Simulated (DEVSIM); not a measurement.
## abrupt Ge n-p junction

Structure: abrupt Ge n-p junction, at 400 K.

| layer (left to right) | material | thickness (μm) | Nd (cm⁻³) | Na (cm⁻³) | τn (s) | τp (s) |
|---|---|---|---|---|---|---|
| 1 | Ge | 0.240 | 3.7e17 | - | 0.00018 | 0.00018 |
| 2 | Ge | 1.50 | - | 2.9e16 | 0.00018 | 0.00018 |

Left contact: ohmic. Right contact: ohmic. Voltage is applied to the left contact. Recombination: SRH at mid-gap, radiative. Mobility is μmin + (μ − μmin)/(1 + (N/Nref)^α).

Constants are typed, rounded textbook-type inputs, not results; the design itself was drawn at random and stands for no fabricated device. Values at 300 K; Nc and Nv go as T^1.5, mobilities as T to minus their exponent, the gap by Varshni's rule with the affinity fixed.

```csv
parameter,Ge
gap (eV),0.664
affinity (eV),4
permittivity,16
Nc (cm⁻³),1.04e19
Nv (cm⁻³),6e18
μn (cm²/Vs),3900
μp (cm²/Vs),1900
"μn,min",150
"μp,min",100
"Nref,n",2.6e17
"Nref,p",4e17
αn,0.56
αp,0.6
T exponent of μn,1.66
T exponent of μp,2.33
B (cm³/s),6.4e-14
Varshni α (eV/K),0.000477
Varshni β (K),235
```

Simulated with DEVSIM: 1D drift-diffusion, Boltzmann statistics, complete ionisation; no tunnelling, impact ionisation, image-force lowering or self-heating.

- Potential step across the device at zero bias = 0.296 V
- Largest field in the device at zero bias = 45000 V/cm
- Dark forward voltage at 100 A/cm² = 0.101 V
